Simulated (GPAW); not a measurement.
A self-consistent single point of Li2Hf2O5 (C2/c, 18 atoms in the cell) with GPAW

Computed with LDA (Perdew-Wang 92), GPAW PAW datasets LDA (gpaw-data 1.0.1) (plane waves; GPAW 25.7.0).

Input as run:

```python
from ase import Atoms
from ase.units import GPa
from gpaw import GPAW

atoms = Atoms(['Li', 'Li', 'Li', 'Li', 'Hf', 'Hf', 'Hf', 'Hf', 'O', 'O', 'O', 'O', 'O', 'O', 'O', 'O', 'O', 'O'],
              cell=[[4.513944, -3.210081, 0.000000],
                    [4.513944, 3.210081, 0.000000],
                    [-3.090203, 0.000000, 6.835037]],
              scaled_positions=[[0.182720, 0.787600, 0.540820],
                                [0.817280, 0.212400, 0.459180],
                                [0.212400, 0.817280, 0.959180],
                                [0.787600, 0.182720, 0.040820],
                                [0.280360, 0.223360, 0.381630],
                                [0.719640, 0.776640, 0.618370],
                                [0.776640, 0.719640, 0.118370],
                                [0.223360, 0.280360, 0.881630],
                                [0.500000, 0.000000, 0.000000],
                                [0.000000, 0.500000, 0.500000],
                                [0.632230, 0.921790, 0.368550],
                                [0.367770, 0.078210, 0.631450],
                                [0.078210, 0.367770, 0.131450],
                                [0.921790, 0.632230, 0.868550],
                                [0.026820, 0.973180, 0.250000],
                                [0.973180, 0.026820, 0.750000],
                                [0.500000, 0.500000, 0.500000],
                                [0.500000, 0.500000, 0.000000]],
              pbc=True)

calc = GPAW(mode={'name': 'pw', 'ecut': 900},
            xc='LDA',
            kpts={'size': (4, 4, 3), 'gamma': True},
            occupations={'name': 'fermi-dirac', 'width': 0.0},
            nbands=-4,
            convergence={'bands': -2},
            symmetry={'symmorphic': False, 'tolerance': 0.0005},
            maxiter=150)

atoms.calc = calc

energy = atoms.get_potential_energy()
print('Energy (eV):', round(energy, 6))
forces = atoms.get_forces()
print('Forces (eV/Ang):')
print(forces.round(5))
stress = atoms.get_stress()
print('Stress (GPa, Voigt):', (stress / GPa).round(4))
```

The program printed (abridged):

```
Input parameters:
  convergence: {bands: -2}
  kpts: {gamma: True,
         size: (4, 4, 3)}
  maxiter: 150
  mode: {ecut: 900,
         name: pw}
  nbands: -4
  occupations: {name: fermi-dirac,
                width: 0.0}
  symmetry: {symmorphic: False,
             tolerance: 0.0005}

species:
  Li:
    name: Lithium
    Z: 3.0
    valence: 1
    core: 2
    charge: 0.0
    file: Li.LDA.gz

    # Using partial waves for Li as LCAO basis

  Hf:
    name: Hafnium
    Z: 72.0
    valence: 12
    core: 60
    charge: 0.0
    file: Hf.LDA.gz

    # Using partial waves for Hf as LCAO basis

  O:
    name: Oxygen
    Z: 8.0
    valence: 6
    core: 2
    charge: 0.0
    file: O.LDA.gz

    # Using partial waves for O as LCAO basis

Reference energy: -1659642.829819  # eV

Spin-paired calculation

Convergence criteria:
 Maximum [total energy] change in last 3 cyles: 0.0005 eV / valence electron
 Maximum integral of absolute [dens]ity change: 0.0001 electrons / valence electron
 Maximum integral of absolute [eigenst]ate change: 4e-08 eV^2 / valence electron
 Maximum number of scf [iter]ations: 150

Symmetries present (total): 4
Symmetries with fractional translations: 2
48 k-points: 4 x 4 x 3 Monkhorst-Pack grid + [1/8,1/8,0.000000]
17 k-points in the irreducible part of the Brillouin zone
       k-points in crystal coordinates                weights
   0:     0.00000000    0.00000000    0.00000000          1/48
   1:     0.00000000    0.00000000    0.33333333          2/48
   2:     0.25000000   -0.25000000    0.00000000          2/48
   3:     0.25000000   -0.25000000    0.33333333          4/48
   4:     0.25000000    0.00000000   -0.33333333          4/48
   5:     0.25000000    0.00000000    0.00000000          4/48
   6:     0.25000000    0.00000000    0.33333333          4/48
   7:     0.25000000    0.25000000   -0.33333333          2/48
   8:     0.25000000    0.25000000    0.00000000          2/48
   9:     0.25000000    0.25000000    0.33333333          2/48
          ...
  16:     0.50000000    0.50000000    0.33333333          2/48

Wave functions: Plane wave expansion
  Cutoff energy: 900.000 eV
  Number of coefficients (min, max): 12108, 12166
  Pulay-stress correction: 0.000000 eV/Ang^3 (de/decut=0.000000)

Occupation numbers: # Zero width

Eigensolver

Densities:
  Coarse grid: 40*40*54 grid
  Fine grid: 80*80*108 grid
  Total Charge: 0.000000

Density mixing:
  Method: separate
  Backend: pulay
  Linear mixing parameter: 0.05
  old densities: 5
  Damping of long wavelength oscillations: 50

Hamiltonian:
  XC and Coulomb potentials evaluated on a 80*80*108 grid
  External potential:
    NoExternalPotential

Number of atoms: 18
Number of atomic orbitals: 108
Number of bands in calculation: 60
Number of valence electrons: 112
Bands to converge: 58

Density initialized from atomic densities
  60 bands from LCAO basis set

Atomic positions and initial magnetic moments

Positions:
   0 Li     2.708727    1.941714    3.696525    ( 0.0000,  0.0000,  0.0000)
   1 Li     3.228958   -1.941714    3.138512    ( 0.0000,  0.0000,  0.0000)
   2 Li     1.683857    1.941714    6.556031    ( 0.0000,  0.0000,  0.0000)
   3 Li     4.253828   -1.941714    0.279006    ( 0.0000,  0.0000,  0.0000)
   4 Hf     1.094450   -0.182975    2.608455    ( 0.0000,  0.0000,  0.0000)
   5 Hf     4.843235    0.182975    4.226582    ( 0.0000,  0.0000,  0.0000)
   6 Hf     6.388337   -0.182975    0.809063    ( 0.0000,  0.0000,  0.0000)
   7 Hf    -0.450652    0.182975    6.025974    ( 0.0000,  0.0000,  0.0000)
   8 O      2.256972   -1.605041    0.000000    ( 0.0000,  0.0000,  0.0000)
   9 O      0.711871    1.605041    3.417518    ( 0.0000,  0.0000,  0.0000)
  10 O      5.875865    0.929511    2.519053    ( 0.0000,  0.0000,  0.0000)
  11 O      0.061820   -0.929511    4.315984    ( 0.0000,  0.0000,  0.0000)
  12 O      1.606922    0.929511    0.898466    ( 0.0000,  0.0000,  0.0000)
  13 O      4.330763   -0.929511    5.936571    ( 0.0000,  0.0000,  0.0000)
  14 O      3.741393    3.037892    1.708759    ( 0.0000,  0.0000,  0.0000)
  15 O      2.196292   -3.037892    5.126278    ( 0.0000,  0.0000,  0.0000)
  16 O      2.968843    0.000000    3.417518    ( 0.0000,  0.0000,  0.0000)
  17 O      4.513944    0.000000    0.000000    ( 0.0000,  0.0000,  0.0000)

Unit cell:
           periodic     x           y           z      points  spacing
  1. axis:    yes    4.513944   -3.210081    0.000000    40     0.1265
  2. axis:    yes    4.513944    3.210081    0.000000    40     0.1265
  3. axis:    yes   -3.090203    0.000000    6.835037    54     0.1266

  Lengths:   5.538981   5.538981   7.501139
  Angles:  109.616744 109.616744  70.836897

Effective grid spacing dv^(1/3) = 0.1319

     iter     time        total  log10-change:
                         energy   eigst   dens
iter:   1 --:--:--  -173.639004   +0.42
iter:   2 --:--:--  -168.825730   -0.58  -0.86
iter:   3 --:--:--  -155.229266   +0.53  -0.91
iter:   4 --:--:--  -156.028422   -0.53  -1.26
iter:   5 --:--:--  -159.175030   -0.70  -1.33
iter:   6 --:--:--  -155.884070   +0.07  -1.27
iter:   7 --:--:--  -156.236340   -0.65  -2.12
iter:   8 --:--:--  -156.411798   -1.11  -1.89
iter:   9 --:--:--  -156.298752   -1.95  -1.76
iter:  10 --:--:--  -155.948718   -1.63  -1.74
iter:  11 --:--:--  -155.997197   -2.41  -1.94
iter:  12 --:--:--  -156.031805   -2.37  -1.93
iter:  13 --:--:--  -156.164355   -2.19  -1.92
iter:  14 --:--:--  -155.858433   -1.57  -1.83
iter:  15 --:--:--  -155.865237   -2.09  -2.12
iter:  16 --:--:--  -155.825839c  -1.86  -2.22
iter:  17 --:--:--  -155.840505c  -1.82  -2.66
iter:  18 --:--:--  -155.829952c  -2.94  -2.59
iter:  19 --:--:--  -155.829559c  -3.15  -2.99
iter:  20 --:--:--  -155.832143c  -2.95  -3.02
iter:  21 --:--:--  -155.829024c  -3.44  -2.90
iter:  22 --:--:--  -155.829019c  -3.76  -3.33
iter:  23 --:--:--  -155.829016c  -3.85  -3.43
iter:  24 --:--:--  -155.829050c  -3.82  -3.46
iter:  25 --:--:--  -155.828964c  -3.92  -3.46
iter:  26 --:--:--  -155.829171c  -3.86  -3.54
iter:  27 --:--:--  -155.829193c  -3.67  -3.41
iter:  28 --:--:--  -155.829073c  -4.27  -3.43
iter:  29 --:--:--  -155.829076c  -4.40  -3.46
iter:  30 --:--:--  -155.829154c  -4.41  -3.51
iter:  31 --:--:--  -155.828995c  -4.30  -3.41
iter:  32 --:--:--  -155.829007c  -4.57  -3.63
iter:  33 --:--:--  -155.828930c  -4.25  -3.59
iter:  34 --:--:--  -155.828954c  -4.50  -4.09c
iter:  35 --:--:--  -155.828942c  -4.53  -4.02c
iter:  36 --:--:--  -155.828941c  -4.78  -4.22c
iter:  37 --:--:--  -155.828943c  -4.84  -4.27c
iter:  38 --:--:--  -155.828938c  -4.86  -4.23c
iter:  39 --:--:--  -155.828937c  -5.09  -4.45c
   [... 28 lines left out ...]
iter:  68 --:--:--  -155.828937c  -7.08  -7.45c
iter:  69 --:--:--  -155.828937c  -7.27  -7.44c
iter:  70 --:--:--  -155.828937c  -7.24  -7.54c
iter:  71 --:--:--  -155.828937c  -7.34  -7.80c
iter:  72 --:--:--  -155.828937c  -7.36  -8.09c
iter:  73 --:--:--  -155.828937c  -7.43c -7.96c

Converged after 73 iterations.

Dipole moment: (-0.000000, 0.000000, 0.000000) |e|*Ang

Energy contributions relative to reference atoms: (reference = -1659642.829819)

Kinetic:       +160.894182
Potential:     -174.372067
External:        +0.000000
XC:            -143.715250
Entropy (-ST):   +0.000000
Local:           +1.364198
SIC:             +0.000000
--------------------------
Free energy:   -155.828937
Extrapolated:  -155.828937

Showing only first 2 kpts
 Kpt  Band  Eigenvalues  Occupancy
  0    54      4.42598    2.00000
  0    55      4.42913    2.00000
  0    56      8.75512    0.00000
  0    57      8.79906    0.00000

  1    54      4.22412    2.00000
  1    55      4.30371    2.00000
  1    56      9.04888    0.00000
  1    57      9.08859    0.00000

Fermi level: 6.59442

Gap: 4.321 eV
Transition (v -> c):
  (s=0, k=10, n=55, [0.50, 0.00, 0.00]) -> (s=0, k=0, n=56, [0.00, 0.00, 0.00])
Direct/indirect transitions are different
Direct gap: 4.326 eV
Transition at: (s=0, k=0, n=55, [0.00, 0.00, 0.00])
Energy (eV): -155.828937

Forces in eV/Ang:
  0 Li    0.03155   -0.01269   -0.00335
  1 Li   -0.03155    0.01269    0.00335
  2 Li   -0.03155   -0.01269    0.00335
  3 Li    0.03155    0.01269   -0.00335
  4 Hf    0.01642   -0.16655   -0.09302
  5 Hf   -0.01642    0.16655    0.09302
  6 Hf   -0.01642   -0.16655    0.09302
  7 Hf    0.01642    0.16655   -0.09302
  8 O     0.00000    0.00000    0.00000
  9 O     0.00000    0.00000    0.00000
 10 O    -0.00401   -0.00831   -0.00196
 11 O     0.00401    0.00831    0.00196
 12 O     0.00401   -0.00831    0.00196
 13 O    -0.00401    0.00831   -0.00196
 14 O     0.00000    0.02933   -0.00000
 15 O     0.00000   -0.02933    0.00000
 16 O     0.00000    0.00000    0.00000
 17 O     0.00000    0.00000    0.00000

Stress tensor:
     0.011685     0.000000    -0.002347
     0.000000     0.012754     0.000000
    -0.002347     0.000000     0.015783
Stress (GPa, Voigt): [ 1.8722  2.0434  2.5287  0.     -0.376   0.    ]
```

The run converged in 73 iterations. GPAW prints stress with tension positive.

At such cutoffs GPAW's stress carries a finite-basis (Pulay) error, which enters relaxed cells too; its log prints stress with tension positive.

The starting cell comes from a database of computed structures (which also holds hypothetical and non-ambient phases and stackings), without a prior relaxation at this level. Its lattice was rescaled by a random factor within 2.5 % of one. Spin-orbit coupling is off.

Cost on one core of a shared machine: roughly 20 min.
